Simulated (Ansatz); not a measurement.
The reference is RhGe (space group P2_13, No. 198; a = 4.845 Å; a cell from a computed database, its experimental status unchecked). Axes: x, y, z lie along the cube axes.

Calculations: Kohn–Sham DFT with the PBEsol functional, run in Ansatz (a program for electronic structure) with PAW and 420 eV plane waves, without spin-orbit coupling.

Base values:

```
Item                             Value
-----------------------------  -------
Pressure                       0.0 GPa
Shortest interatomic distance  2.457 Å
```

Perturbation: tensile biaxial strain of 0.83 % in the plane normal to [111], as in epitaxy on a mismatched substrate; the out-of-plane cell vector and the atoms relax.

### Question
How does this affect the energy relative to the base?

### Answer
The energy grows by 1.5 meV/atom.

### Question
Predict the new pressure.

### Answer
The pressure (mean of the normal stresses, compression positive) goes from zero to -1.3 GPa.

### Question
What does the calculation give for the shortest interatomic distance after the change?

### Answer
The shortest interatomic distance drops by 0.022 Å (2.457 Å → 2.435 Å).

Without a gap, meshes like the base's 10×10×10 leave anisotropic stresses uncertain by several tenths of a GPa, and small strain energies with them. No phonon test of stability was made. All final runs are without spin polarisation.
